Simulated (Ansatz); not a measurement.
The structure below was relaxed with r2SCAN (Ansatz, a first-principles code), no spin-orbit coupling, earlier PAW set, at pressure 0.3 GPa.

Space group Pm-3m (No. 221); a = 6.1906 Å, b = 6.1906 Å, c = 6.1906 Å, α = 90.00°, β = 90.00°, γ = 90.00°

| atom | site | symmetry | x | y | z |
|---|---|---|---|---|---|
| Cs | 1a | m-3m | 0.0000 | 0.0000 | 0.0000 |
| Sn | 1b | m-3m | 0.5000 | 0.5000 | 0.5000 |
| I | 3c | 4/mm.m | 0.0000 | 0.5000 | 0.5000 |

Write out a cell with all atoms.


```xyz
5
Lattice="6.1906 0.0000 0.0000 0.0000 6.1906 0.0000 0.0000 0.0000 6.1906" Properties=species:S:1:pos:R:3 pbc="T T T"
Cs     0.0000     0.0000     0.0000
Sn     3.0953     3.0953     3.0953
I      0.0000     3.0953     3.0953
I      3.0953     3.0953     0.0000
I      3.0953     0.0000     3.0953
```
This is the conventional cell.

Load acts through the strain it causes; cell and atoms are relaxed under it. Stability against distortions was not tested. The cell was made from CsSnI3 in the cubic perovskite structure (space group Pm-3m, No. 221) by this change: pressure 0.3 GPa. Many cubic perovskites are stable only at high temperature; tilts and polar distortions were not tested.
